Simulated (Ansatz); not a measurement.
Take CuI in the zinc blende structure (space group F-43m, No. 216; a = 6.023 Å) as the base.

Method: Ansatz (a quantum-chemistry and plane-wave program), r2SCAN, PAW, cutoff 500 eV, scalar-relativistic without spin-orbit coupling.

For the base:

The hole mass is 0.29, 0.71, 0.71 mₑ (at Γ).

Now apply this change: the cell is scaled by 0.9750 in all directions; the atoms relax in the strained cell.

**Question.** What happens to the energy relative to the base?

**Answer.** The energy rises by 23 meV/atom.

**Question.** How does this affect the mean gap deformation potential ΔEg/Δln V?

**Answer.** The mean gap deformation potential ΔEg/Δln V comes out as -3.2 eV.

**Question.** What happens to the hole mass?

**Answer.** The hole mass (degenerate bands, along [100]) changes from 0.29, 0.71, 0.71 mₑ (at Γ) to 0.28, 0.60, 0.60 mₑ (at Γ).

With I present, leaving out spin-orbit coupling can change the band edges. Masses are band curvatures over ±0.01 Å⁻¹ around the edge. Whether these cells are dynamically stable was not tested. The final runs are not spin-polarised.
